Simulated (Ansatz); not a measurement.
CsCl-type CoAl was calculated with RPBE (plane waves, PAW; Ansatz, an electronic-structure program).

Run with plane-wave cutoff 520 eV, 16×16×16 k mesh, Fermi–Dirac smearing 0.1 eV, perturbation theory, no spin polarisation, scalar-relativistic PAW data made under PBE.

Cell (relaxed at this level):

```xyz
2
Lattice="2.8740 0.0000 0.0000 0.0000 2.8740 0.0000 0.0000 0.0000 2.8740" Properties=species:S:1:pos:R:3 pbc="T T T"
Al     1.4370     1.4370     1.4370
Co     0.0000     0.0000     0.0000
```

Q: Predict the zone-centre TO phonon frequency.

A: 
- zone-centre TO phonon frequency: 319 cm⁻¹

It cost roughly 5 core-minutes of CPU time.
